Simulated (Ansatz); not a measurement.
# L1₂ (Cu3Au-type) Ni3Si

Computed with HSE06 (Ansatz, a quantum-chemistry and plane-wave program, PAW).

Run with plane-wave cutoff 500 eV, 8×8×8 k mesh, Fermi–Dirac smearing 0.05 eV, no spin polarisation, scalar-relativistic PAW data made under PBE.

Cell: relaxed at this level.

```yaml
equilibrium_volume_per_atom: 10.37 Å³/atom
lattice_constant_a: 3.461 Å
```

Measured, for comparison: equilibrium volume per atom 10.81 Å³/atom, lattice constant a 3.510 Å (temperature not stated, not corrected to a static lattice; as tabulated in Metallic Nickel Silicides: Experiments and Theory for NiSi and First Principles …). Computed (rounded) less measured: equilibrium volume per atom -4.1 %, lattice constant a -1.4 %. A static lattice is as a rule a little smaller and stiffer than an uncorrected measurement, which narrows the difference in the lattice constant a and would widen misses of the other sign.

Note: exact exchange on metals is sensitive to the k mesh and can open a false gap; the run warned that the count of filled bands differs between k points.

Static lattice: no zero-point or thermal effects.
